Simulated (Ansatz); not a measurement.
## SiC, response to strain

Start from SiC in the wurtzite structure (space group P6_3mc, No. 186; a = 3.076 Å, c = 5.048 Å). Axes: x lies along a and z along c of the hexagonal cell.

Strains are applied to the cell and any free atomic positions relax.

Method: PBEsol (Ansatz, a program for electronic structure; PAW; 420 eV plane waves; no spin-orbit coupling).

Notes on the quantities. energy relative to the base: free energy F.

```csv
change,electron mass,energy relative to the base,band gap
base,"0.26 mₑ along c, 0.43 mₑ across (at K)",0 meV/atom,2.12 eV
uniaxial strain ε_zz = −3.00 %,"0.25 mₑ along z, 0.43 mₑ across (at K)",+16 meV/atom,2.12 eV
uniaxial strain ε_zz = −2.40 %,"0.25 mₑ along z, 0.43 mₑ across (at K)",+10 meV/atom,2.14 eV
uniaxial strain ε_zz = −1.80 %,"0.25 mₑ along z, 0.43 mₑ across (at K)",+5.8 meV/atom,2.17 eV
uniaxial strain ε_zz = −0.60 %,"0.26 mₑ along z, 0.43 mₑ across (at K)",+0.6 meV/atom,2.16 eV
```

Effective masses come from finite differences of ±0.01 Å⁻¹. Whether these cells are dynamically stable was not tested.
